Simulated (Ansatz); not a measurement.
We consider InO (model structure, started from the beta GaS type, P6₃/mmc, No. 194, 8 atoms in the cell), described by PBE-D3(BJ) (PAW; Ansatz, an electronic-structure program).

Input:

Ansatz 0.2 input:
```yaml
crystal:
  lattice:
    - [3.7484735232, 0.0000002605, 0.0]
    - [-1.8742369872, 3.2462731663, 0.0]
    - [0.0, 0.0, 11.2619582445]
  atoms:
    - { symbol: In, position: [0.3333333333, 0.6666666667, 0.1244087013] }
    - { symbol: In, position: [0.6666666667, 0.3333333333, 0.6244087013] }
    - { symbol: In, position: [0.6666666667, 0.3333333333, 0.8755912987] }
    - { symbol: In, position: [0.3333333333, 0.6666666667, 0.3755912987] }
    - { symbol: O, position: [0.3333333333, 0.6666666667, 0.5772904454] }
    - { symbol: O, position: [0.6666666667, 0.3333333333, 0.0772904454] }
    - { symbol: O, position: [0.6666666667, 0.3333333333, 0.4227095546] }
    - { symbol: O, position: [0.3333333333, 0.6666666667, 0.9227095546] }
basis:
  ecutwfc: 520
  ecutrho_ratio: 4
  xc_grid: 2
kpoints:
  mp_grid: { grid: [12, 12, 2] }
hamiltonian:
  xc: pbe
  dispersion: d3bj
  pseudopotentials: { kind: paw }
scf:
  occupations: { method: fermi_dirac, width: 0.01 }
output:
  forces: true
  stress: true
  eigenvalues: true
relax:
  f_tol: 0.004
  escape_saddle: false
  max_steps: 80
  cell: { stress_tol: 0.02, fix: [volume] }
```

From the output:

```
Relaxation: its limit of steps is 80 (relax.max_steps)
Crystal: 8 atoms, lattice volume = 137.042 Å³
Basis set: ecut = 520 eV, 3647 PW (Γ), exchange–correlation on 60×60×180 points (8 copies of the dense FFT grid, shifted against one another)
Bands: 46, of which v1, the nominal top of the filled ones, is band 38 counted from 1 (37 counted from 0)
Symmetry: 24 space group operations
Space group: P63/mmc (ITA 194), of the structure as read, at distance tolerance 5.2e-5 Å
k-points: 38 of 288
Functional: x = pbe(κ = 0.804, μ = 0.2195149727645171), c = pbe(β = 0.06672455060314922)
SCF iter   1: F=—  HF=-24662.732779 eV  |F-HF|=—  |Δ(HF+E_count)|=         —  Δρ=2.05e-3  dr2=7.15e-3
SCF iter   2: F=—  HF=-24662.736469 eV  |F-HF|=—  |Δ(HF+E_count)|=   3.69e-3  Δρ=1.22e-3  dr2=2.10e-3
  ...
SCF 1 converged in 7 iterations: F = -24662.735690 eV  dr2 = 9.71e-9
Crystal: 8 atoms, lattice volume = 137.042 Å³
Initial density: handed on by an earlier stage of this run
SCF 2 converged in 6 iterations: F = -24662.736148 eV  dr2 = 6.93e-8
Crystal: 8 atoms, lattice volume = 137.042 Å³
SCF 3 converged in 5 iterations: F = -24662.737606 eV  dr2 = 2.33e-7
Crystal: 8 atoms, lattice volume = 137.042 Å³
Basis set: ecut = 520 eV, 3635 PW (Γ), exchange–correlation on 60×60×180 points (8 copies of the dense FFT grid, shifted against one another)
SCF 4 converged in 5 iterations: F = -24662.738127 eV  dr2 = 7.44e-8
Crystal: 8 atoms, lattice volume = 137.042 Å³
SCF iter   4: F=—  HF=-24662.738130 eV  |F-HF|=—  |Δ(HF+E_count)|=  3.64e-11  Δρ=3.03e-7  dr2=4.06e-11
SCF iter   5: F=-24662.738130 eV  HF=-24662.738130 eV  |F-HF|=3.64e-12  |Δ(HF+E_count)|=  6.91e-11  Δρ=1.01e-7  dr2=4.84e-12
SCF 5 converged in 5 iterations: F = -24662.738130 eV  dr2 = 4.84e-12
SCF converged after 5 iterations
Free energy (F): -24662.738130 eV
Internal energy: -24662.737241 eV  (E = F + TS)
E sigma→0 (E₀):  -24662.737685 eV
Fermi energy:    8.466066 eV
--- Forces (eV/Å), atoms counted from 1 ---
  atom   1  In    -0.00000000     0.00000000     0.00103908
  atom   2  In     0.00000000    -0.00000000     0.00103908
  atom   3  In     0.00000000    -0.00000000    -0.00103908
  atom   4  In    -0.00000000     0.00000000    -0.00103908
  atom   5  O      0.00000000    -0.00000000     0.00182844
  atom   6  O     -0.00000000     0.00000000     0.00182844
  atom   7  O     -0.00000000     0.00000000    -0.00182844
  atom   8  O      0.00000000    -0.00000000    -0.00182844
--- Stress (GPa, compression-positive) ---
       -1.699761      -0.000000       0.000000
       -0.000000      -1.699761       0.000000
        0.000000       0.000000      -1.689407
  P = ⅓ Tr σ = -1.6963 GPa (-16.963 kbar)
```

The cell is one volume of an energy–volume scan, off the minimum.

Note: the relaxation could raise the start's symmetry but not lower it, so the cell can be a saddle point.

A model structure was made by putting elements into a prototype or built by hand; it is no filed structure, need not be a known phase, and can be a saddle point held by its symmetry.
